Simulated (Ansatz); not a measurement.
Base system: SrTiO₃ in the cubic perovskite structure (space group Pm-3m, No. 221; a = 3.8911 Å).

It is then changed as follows: a negative pressure, −2 GPa.

Levels (all Ansatz, a first-principles code, PAW): PBEsol (420 eV, without spin-orbit coupling); r2SCAN (500 eV, no spin-orbit coupling); HSE06 (420 eV, no SOC).

At the geometry relaxed with PBEsol, these levels gave the following band gaps, in shuffled order: (a) 3.34 eV, (b) 2.26 eV, (c) 1.83 eV.

Q: Match each gap to its level.

A: (a) HSE06; (b) r2SCAN; (c) PBEsol.

Single points use the geometry relaxed with PBEsol. The hybrid gap comes from the SCF mesh plus the semilocal run's edge points and a few special points and is an upper bound. Load acts through the strain it causes; cell and atoms are relaxed under it. Whether these cells are dynamically stable was not tested. All final runs are without spin polarisation. Many cubic perovskites are stable only at high temperature; tilts and polar distortions were not tested.
